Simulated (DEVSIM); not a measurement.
System: abrupt GaP p-n junction, at 300 K.

Layer 1 from the left is GaP, thickness (μm) 2.70, Na (cm⁻³) 2e15, τn (s) 8.4e-7, τp (s) 8.4e-7. Layer 2 from the left is GaP, thickness (μm) 1.50, Nd (cm⁻³) 4.1e15, τn (s) 8.4e-7, τp (s) 8.4e-7.

Left contact: ohmic. Right contact: ohmic. Voltage is applied to the left contact. Recombination: SRH at mid-gap. Mobility is μmin + (μ − μmin)/(1 + (N/Nref)^α).

Constants are typed, rounded textbook-type inputs, not results; the design itself was drawn at random and stands for no fabricated device. Values at 300 K.

GaP: gap (eV) 2.26, affinity (eV) 3.8, permittivity 11.1, Nc (cm⁻³) 1.8e19, Nv (cm⁻³) 1.9e19, μn (cm²/Vs) 250, μp (cm²/Vs) 150, μn,min 10, μp,min 10, Nref,n 4.4e18, Nref,p 1e18, αn 0.8, αp 0.85.

Model (solved in DEVSIM): 1D drift-diffusion, Boltzmann statistics, complete ionisation; no tunnelling, impact ionisation, image-force lowering or self-heating.

Dark forward current:

```
|V| (V)  |J| (A/cm²)
-------  -----------
0.70       6.157e-13
0.75       1.661e-12
0.80       4.484e-12
0.85       1.213e-11
0.90       3.286e-11
0.95       8.927e-11
1.00       2.433e-10
1.05       6.670e-10
1.10        1.848e-9
1.15        5.235e-9
1.20        1.555e-8
1.25        5.075e-8
1.30        1.938e-7
1.35        9.007e-7
1.40        4.976e-6
1.45        3.070e-5
1.50       0.0002003
1.55        0.001339
1.60        0.009040
1.65         0.06088
1.70          0.3980
1.75           2.258
1.80           8.985
1.85           23.95
1.90           48.40
1.95           82.43
```

Task: Work out the local ideality factor n = ΔV / (kT/q · ln(J2/J1)) between the rows 0.70 and 0.75 V, 1.55 and 1.60 V, 1.90 and 1.95 V.

Result: kT/q = 25.85 mV. From 0.70 to 0.75 V: ln(1.661e-12/6.157e-13) = 0.992, n = 1.95, near the 2 of recombination in the depletion region. From 1.55 to 1.60 V: ln(0.009040/0.001339) = 1.910, n = 1.01, near the 1 of diffusion or emission over a barrier. From 1.90 to 1.95 V: ln(82.43/48.40) = 0.532, n = 3.63.

Task: Estimate the current at 1.55 V from the Shockley equation with J0 = Σ q ni² D/(N L) coth(W/L), τ joining the SRH, radiative and Auger lifetimes that are on, and W taken as the whole layer.

Result: ni² = 3.67 cm⁻⁶; electrons in the p layer: μ = 249 cm²/Vs, D = 6.45 cm²/s, τ = 8.40e-7 s, L = 23.3 μm, W/L = 0.12, term 7.06e-30 A/cm²; holes in the n layer: μ = 149 cm²/Vs, D = 3.84 cm²/s, τ = 8.40e-7 s, L = 18.0 μm, W/L = 0.083, term 3.68e-30 A/cm². J0 = 1.07e-29 A/cm², and J = J0 exp(qV/kT) = 0.00118 A/cm². The simulation gives 0.00134 A/cm²; the estimate lies 12 % below. The estimate leaves out recombination in the depletion region and that region's share of W.
